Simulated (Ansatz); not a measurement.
Start from CaO in the rock salt structure (space group Fm-3m, No. 225; a = 4.831 Å).

Computed with PBE/PAW in Ansatz (a first-principles code), no spin-orbit coupling.

Before the change:

The electron mass is 1.4 mₑ along k, 0.44 mₑ across (at X) and the band gap is 3.66 eV. The pressure comes out as 0.01 GPa. The gap character comes out as indirect, Γ → X.

Now apply this change: an isotropic linear strain of −4.13 %, atoms relaxed at fixed cell.

Question: Predict the new electron mass, band gap, pressure, energy relative to the base and gap character.

Answer: The electron mass goes from 1.4 mₑ along k, 0.44 mₑ across (at X) to 1.4 mₑ along k, 0.40 mₑ across (at X); the band gap drops by 0.06 eV, from 3.66 eV to 3.60 eV; the pressure rises by 17.57 GPa (0.01 GPa → 17.58 GPa); the energy rises by 82 meV/atom; the gap character is still indirect, Γ → X.

Effective masses come from finite differences of ±0.01 Å⁻¹. Along k means along the line from Γ to the band edge. Whether these cells are dynamically stable was not tested.
